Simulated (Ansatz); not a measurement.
Si (I4/mmm, No. 139, 4 atoms in the cell; start mp-999200; another form than the element's usual one), treated with r²SCAN+rVV10 in Ansatz (PAW).

Settings: plane-wave cutoff 560 eV, 10×10×10 k mesh, Fermi–Dirac smearing 0.01 eV, scalar-relativistic PAW data made under PBE.

Cell (relaxed at this level):

```
Si
1.0
   -3.32042     3.32042     1.92031
    3.32042    -3.32042     1.92031
    3.32042     3.32042    -1.92031
Si
4
Cartesian
  1.18790   1.18790   0.00000
  2.13252   2.13252   1.92031
  2.13252  -2.13252   1.92031
 -2.13252   2.13252   1.92031
```

Q: Give the computed band gap, smallest direct gap on the k points sampled and direct gap at Γ.

A: 
band gap: 0.33 eV (indirect)
smallest direct gap on the k points sampled: 0.53 eV
direct gap at Γ: 2.14 eV

Static lattice: no zero-point or thermal effects.

A start named mp-… is a Materials Project structure, which need not be a measured phase.

Ansatz is a quantum-chemistry and plane-wave program.
